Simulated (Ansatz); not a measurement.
## A computed series for ZnO: element substitutions

Take ZnO in the wurtzite structure (space group P6_3mc, No. 186; a = 3.2796 Å, c = 5.2933 Å) as the base.

Each row replaces one element on all its sites; cell and atoms are relaxed.

Method: plane-wave PAW DFT at the PBE level (Ansatz, an electronic-structure program, 420 eV), no SOC.

Task: Only one of these keeps a band gap. Which?
(A) Zn → In
(B) O → N
(C) O → S

Result: C, O → S. Computed: Zn → In: zero; O → N: zero; O → S: 2.08 eV

Stability against distortions was not tested. As relaxed here, ZnN is a hypothetical phase, not in the database extracts checked. For InO in this form, whether it has been made was not checked. All final runs are without spin polarisation. ZnN has a high density of states at the Fermi level and may be magnetic at this level.
